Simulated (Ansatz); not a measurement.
PdTe (model structure, Cmcm, No. 63, 4 atoms in the cell) was calculated with PBEsol in Ansatz (plane waves, PAW).

Numerical settings: plane-wave cutoff 520 eV, 18×18×14 k mesh (along the axes of the cell as run), Fermi–Dirac smearing 0.05 eV, scalar-relativistic PAW data made under PBE.

Cell (relaxed at this level):

```xyz
4
Lattice="1.8937 -5.1979 0.0000 1.8937 5.1979 0.0000 0.0000 0.0000 4.0450" Properties=species:S:1:pos:R:3 pbc="T T T"
Te     1.8937    -1.4638     1.0113
Pd     1.8937    -4.1870     1.0113
Te     1.8937     1.4638     3.0338
Pd     1.8937     4.1870     3.0338
```

**Question.** Give the computed bulk modulus B0.

**Answer.** 
bulk modulus B0: 119 GPa

The run finds no gap.

Note: the bulk modulus is −V dP/dV from two relaxed cells at ±2 % in volume; the relaxation could raise the start's symmetry but not lower it, so the cell can be a saddle point.

Spin–orbit coupling is not included; it can open a gap where bands touch, and shift volumes and moduli.

The computed numbers hold no vibrational or temperature effects.

A model structure was made by putting elements into a prototype or built by hand; it is no filed structure, need not be a known phase, and can be a saddle point held by its symmetry.

Ansatz is a program for electronic structure.
